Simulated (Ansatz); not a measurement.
Here is the system:

```yaml
crystal:
  lattice:
    - [0.00000, 1.79971, 1.74019]
    - [1.79971, 0.00000, 1.74019]
    - [1.79971, 1.79971, 0.00000]
  atoms:
    - { symbol: Cu, position: [0.00000, 0.00000, 0.00000] }
```

The numbers are results of PBEsol, rigid bands (plane waves, PAW, scalar-relativistic; Ansatz, a first-principles code), not measurements. Condition of this run: uniaxial stress zz = 2 GPa (compression positive) (the target of the relaxation). Geometry: cell and atoms relaxed with PBEsol, then loaded as said.

### Question
For narrow interconnects the product ρ₀λ of bulk resistivity and mean free path ranks metals, the lower the better. What is it here?

### Answer
6.5 ×10⁻¹⁶ Ω·m².

### Question
And the Drude plasma energy and the root-mean-square Fermi velocity at 300 K?

### Answer
9.1 eV; 1.1e6 m/s.

A metal at this level (no band gap); rigid bands, thermally averaged at 300 K, both spins. Spin-orbit coupling is left out. τ is one relaxation time for all states; the product of resistivity and mean free path takes one path for all states instead.
